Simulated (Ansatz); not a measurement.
The reference is KSrCl3 in the cubic perovskite structure (space group Pm-3m, No. 221; a = 5.677 Å; a hypothetical phase, not in the database extracts checked). Axes: x, y, z lie along the cube axes.

Computed with DFT with PBE, PAW potentials and a 420 eV plane-wave cutoff in Ansatz (a first-principles code), scalar-relativistic without spin-orbit coupling.

Base values:

```
Property     Value
--------  --------
Pressure  0.1 kbar
```

The change: biaxial strain −1.02 %, plane normal [110], relaxed out of plane (Cartesian); in-plane vectors clamped, the third vector and the atoms free.

Q: What does the calculation give for the pressure after the change?

A: The pressure (mean of the normal stresses, compression positive) goes up by 2.4 kbar to 2.5 kbar.

Whether these cells are dynamically stable was not tested. Many cubic perovskites are stable only at high temperature; tilts and polar distortions were not tested.
